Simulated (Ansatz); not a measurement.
The parent structure is SiC in the zinc blende structure (space group F-43m, No. 216; a = 4.329 Å). Axes: x, y, z lie along the cube axes.

Level of theory: Kohn–Sham DFT with the LDA functional, run in Ansatz (a program for electronic structure) with PAW and 420 eV plane waves, without spin-orbit coupling.

Modification: every lattice vector is stretched by 0.50 %; the atoms relax in the strained cell.

Task: Predict the stress tensor and what it implies for the stiffness.

Result: Stress of the strained cell less that of the base (GPa, compression positive):
```
  -3.34    0.00    0.00
   0.00   -3.34    0.00
   0.00    0.00   -3.34
```

Then B = −ΔP/(ΔV/V₀) with ΔV/V₀ = 0.0151 gives secant stiffness values (nonlinear terms included at this strain): B ≈ 221 GPa.

Stability against distortions was not tested.
